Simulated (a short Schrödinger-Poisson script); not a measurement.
System: gated In0.52Al0.48As/In0.53Ga0.47As δ-doped gas in a quantum well, at 20 K.

| layer | material | thickness (nm) | Na (cm⁻³) |
|---|---|---|---|
| 1 | In0.52Al0.48As | 10 | - |
| 2 | In0.52Al0.48As | 20 | - |
| 3 | In0.53Ga0.47As | 15 | - |
| 4 | In0.52Al0.48As | 4000 | 4e14 |

The device is made up for the run: typed textbook-type constants, with dimensions and the other settings drawn at random. In0.52Al0.48As: permittivity 12.5, conduction-band edge (eV) 0.52, gap (eV) 1.45, electron mass (mₑ) 0.075, Nv at 300 K (cm⁻³) 1.1e19. In0.53Ga0.47As: permittivity 13.9, conduction-band edge (eV) 0, gap (eV) 0.74, Nv at 300 K (cm⁻³) 7.7e18.

Channel valleys (confinement mass, in-plane density-of-states mass, number): Γ 0.041, 0.041, 1. At the gate the conduction-band edge of layer 1 lies 0.65 eV − eVg above the Fermi level of the channel; the field vanishes at the back. Sheet of ionised δ-doping: +3.5e12 e/cm² at 10 nm from the gate. The barrier under the gate holds no holes. Gaps are held at their typed values at every temperature. Mesh 0.08 nm at interfaces.

Solved with a short Schrödinger-Poisson script written for these runs: 1D Poisson equation in equilibrium, electrons quantum, Hartree plus LDA exchange-correlation (BenDaniel-Duke, 40 states a valley, the channel's in-plane mass for all, wave functions free to enter the barrier), parabolic valleys, classical holes, full ionisation, no traps, pinning or gate leakage.

The same stack at other levels of the model or other numerical settings:

| run | sheet density of all electrons at Vg = 0.4 V (cm⁻²) | sheet density of all electrons at Vg = -0.1 V (cm⁻²) | capacitance at Vg = 0.4 V (μF/cm²) | centroid of the channel electrons at Vg = 0.4 V (nm) | rough cost against the base |
|---|---|---|---|---|---|
| base | 1.33e12 | 3.96e11 | 0.305 | 5.51 | about 1 |
| electrons treated as classical, Boltzmann | 1.67e12 | 5.33e11 | (withheld) | (withheld) | 0.01 |
| electrons treated as classical, Fermi-Dirac | 1.43e12 | 4.15e11 | 0.621 | (withheld) | 0.07 |
| electrons treated as quantum, Hartree | 1.30e12 | 3.81e11 | 0.305 | 5.59 | about 1 |
| mesh six times as coarse | 1.33e12 | 3.96e11 | 0.305 | 5.49 | 0.2 |
| one subband a valley | 1.33e12 | 3.96e11 | 0.303 | 5.50 | 0.2 |

Question: Complete the blanks.

Answer: 
- electrons treated as classical, Boltzmann, centroid of the channel electrons at Vg = 0.4 V (nm): 0.45
- electrons treated as classical, Boltzmann, capacitance at Vg = 0.4 V (μF/cm²): 0.428
- electrons treated as classical, Fermi-Dirac, centroid of the channel electrons at Vg = 0.4 V (nm): 5.25

The classical rows ignore confinement, and Boltzmann statistics overrate the density once the band edge passes the Fermi level.
